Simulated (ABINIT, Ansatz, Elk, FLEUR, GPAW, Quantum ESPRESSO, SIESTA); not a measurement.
**Code comparison for MnZn3 (P-6m2, 4 atoms in the cell)**

Self-consistent single point.

```yaml
crystal:
  lattice:
    - [2.72498, 0.00000, 0.00000]
    - [-1.36249, 2.35990, 0.00000]
    - [0.00000, 0.00000, 8.76211]
  atoms:
    - { symbol: Mn, position: [0.66667, 0.33333, 0.00000], spin: 4.0 }
    - { symbol: Zn, position: [0.66667, 0.33333, 0.50000] }
    - { symbol: Zn, position: [0.33333, 0.66667, 0.24142] }
    - { symbol: Zn, position: [0.33333, 0.66667, 0.75858] }
```
(The spins are starting values, not results.)

All programs got the same cell, k-point mesh and kind of occupations, and the same starting moments (in Ansatz's words: kpoints.mp_grid.grid = 11 11 3; magnetization.spin_polarized = true; scf.occupations.method = gaussian; scf.occupations.width = 0.1 eV); potentials, basis and cutoffs are each program's usual ones.

```json
[
 {"code": "Ansatz", "model": "PBEsol, PAW files made with PBE", "pressure (GPa)": "-6.69", "largest force (eV/Å)": "0.053", "size of the net moment (μB/atom)": "0.61", "k-points": "32", "cutoff": "default"},
 {"code": "Elk", "model": "PBEsol, all-electron FP-LAPW, Elk's shipped species files, default APW+lo basis", "pressure (GPa)": "–", "largest force (eV/Å)": "–", "size of the net moment (μB/atom)": "0.61", "k-points": "52", "cutoff": "rgkmax 7"},
 {"code": "SIESTA", "model": "GGA PBEsol, numerical atomic orbitals DZP, PseudoDojo PBEsol standard norm-conserving potentials (rewritten from UPF to PSML)", "pressure (GPa)": "-18.82", "largest force (eV/Å)": "0.693", "size of the net moment (μB/atom)": "0.62", "k-points": "182", "cutoff": "grid 400 Ry"},
 {"code": "FLEUR", "model": "PBEsol, all-electron FLAPW (FLEUR), scalar-relativistic valence", "pressure (GPa)": "–", "largest force (eV/Å)": "0.043", "size of the net moment (μB/atom)": "0.61", "k-points": "32", "cutoff": "Kmax 4.3 1/bohr"},
 {"code": "GPAW", "model": "PBEsol, GPAW PAW datasets PBEsol (made by gpaw-setup)", "pressure (GPa)": "-6.64", "largest force (eV/Å)": "0.050", "size of the net moment (μB/atom)": "0.60", "k-points": "32", "cutoff": "800 eV"},
 {"code": "Quantum ESPRESSO", "model": "PBEsol, GBRV 1.5 ultrasoft (PBESOL) pseudopotentials", "pressure (GPa)": "-6.88", "largest force (eV/Å)": "0.039", "size of the net moment (μB/atom)": "0.62", "k-points": "32", "cutoff": "50 Ry"},
 {"code": "ABINIT", "model": "PBEsol, PAW (JTH v2.0 PBE PAW, files made for PBE)", "pressure (GPa)": "-6.61", "largest force (eV/Å)": "0.039", "size of the net moment (μB/atom)": "0.61", "k-points": "32", "cutoff": "816 eV"}
]
```

A dash marks a value that a program does not give, or that is left out as unsure.

The spread over the programs that give each value: pressure within 12.21 GPa; largest force within 0.654 eV/Å; size of the net moment within 0.02 μB/atom.

The starting cell comes from a database of computed structures (which also holds hypothetical and non-ambient phases and stackings), without a prior relaxation at this level. On Ansatz's run: With one magnetic atom in the cell only a parallel order is possible. In the base run, with a pressure of about -7 GPa the cell is away from its equilibrium volume at this level.

Q: Why do the programs differ, and what cannot be compared?

A: Differences of this kind can come from the potentials, where these differ, and from what each basis and cutoff leave unconverged. The valence holds different numbers of electrons (Ansatz (a first-principles code) 51, SIESTA 75, FLEUR 51, GPAW 51, Quantum ESPRESSO 75, ABINIT 51). The zero of total energies and Fermi levels follows the potentials and each program's conventions, so they are not compared here. SIESTA uses small atom-centred bases, whose incompleteness enters pressures, forces and empty levels differently from a plane-wave cutoff. Elk and FLEUR treat all electrons, but the usual bases taken here (sphere radii, linearisation, local orbitals, empty states) were not tested for convergence, so the values are no reference for the others. Ansatz's pressure is given at a fixed set of plane waves, as the other plane-wave codes print theirs; with its correction for the finite basis it is -6.55 GPa. Site moments depend on each program's spheres or projections; the total moment of the cell does not. The programs reduce the same mesh by symmetry to different extents, which changes the work and not the result. In the pressure, SIESTA (by 12.15) lies more than 1 GPa from the median of the plane-wave programs. In the force vectors, SIESTA (by 0.737) lies more than 0.08 eV/Å from the median of the plane-wave programs.

Keys are those of Ansatz 0.2.
